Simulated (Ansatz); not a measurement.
# fcc Pt (1 1 1) on zinc-blende InSb (1 1 1) (film strained to the substrate, started from cuts of the bulks and a machine-learned relaxation; slabs In4Sb4 and Pt12, which can lie off the formulas)

A periodic stack without vacuum, fcc Pt (1 1 1) on zinc-blende InSb (1 1 1) (film strained to the substrate, started from cuts of the bulks and a machine-learned relaxation; slabs In4Sb4 and Pt12, which can lie off the formulas): substrate slab In4Sb4, film Pt12, surface cells [[0, -1], [1, -1]] and [[-2, 1], [-1, -1]], film strained by -3.5 and -3.5 %, outermost planes Sb/In and Pt/Pt as cut, which need not be the usual terminations and can put a slab off its formula.

The start was prepared with a machine-learned potential, and the result is one local minimum, with the in-plane cell held and forces under 0.04 eV/Å; the film can end far from its bulk form.

All values below come from PBE (plane waves to 420 eV, PAW; Ansatz, a program for electronic structure). Scalar-relativistic, without spin–orbit coupling; the runs are not spin-polarised. Its k-point mesh 8×8×1, Fermi–Dirac width 0.05 eV.

```
Quantity                                                                                    Value
--------------------------------------------------------------------------------  ---------------
interface area                                                                            19.1 Å²
period                                                                                    25.19 Å
heights between the nearest atoms of the two slabs at the two interfaces          2.14 and 2.11 Å
In–Pt contacts across the interfaces within 1.22 times the sum of covalent radii   3, mean 2.68 Å
Pt–Sb contacts across the interfaces within 1.22 times the sum of covalent radii   3, mean 2.64 Å
```

```yaml
crystal:
  lattice:
    - [4.68829, -0.00285, 0.21991]
    - [2.34152, 4.06174, 0.21871]
    - [2.00045, 2.05083, 25.37149]
  atoms:
    - { symbol: In, position: [0.96352, 0.15954, 0.13276] }
    - { symbol: In, position: [0.24828, 0.38630, 0.29021] }
    - { symbol: In, position: [0.53350, 0.61231, 0.44239] }
    - { symbol: In, position: [0.81590, 0.85925, 0.59307] }
    - { symbol: Sb, position: [0.65962, 0.88893, 0.05239] }
    - { symbol: Sb, position: [0.28175, 0.46377, 0.17621] }
    - { symbol: Sb, position: [0.56861, 0.69366, 0.32891] }
    - { symbol: Sb, position: [0.85342, 0.91994, 0.48100] }
    - { symbol: Pt, position: [0.12726, 0.80560, 0.67817] }
    - { symbol: Pt, position: [0.78962, 0.46559, 0.67915] }
    - { symbol: Pt, position: [0.45200, 0.14295, 0.67863] }
    - { symbol: Pt, position: [0.08874, 0.40666, 0.77611] }
    - { symbol: Pt, position: [0.75595, 0.07270, 0.77597] }
    - { symbol: Pt, position: [0.42238, 0.73960, 0.77617] }
    - { symbol: Pt, position: [0.05367, 0.01026, 0.87133] }
    - { symbol: Pt, position: [0.72044, 0.67661, 0.87161] }
    - { symbol: Pt, position: [0.38717, 0.34321, 0.87128] }
    - { symbol: Pt, position: [0.02531, 0.60684, 0.96860] }
    - { symbol: Pt, position: [0.68749, 0.28234, 0.96843] }
    - { symbol: Pt, position: [0.34942, 0.94492, 0.96859] }
```
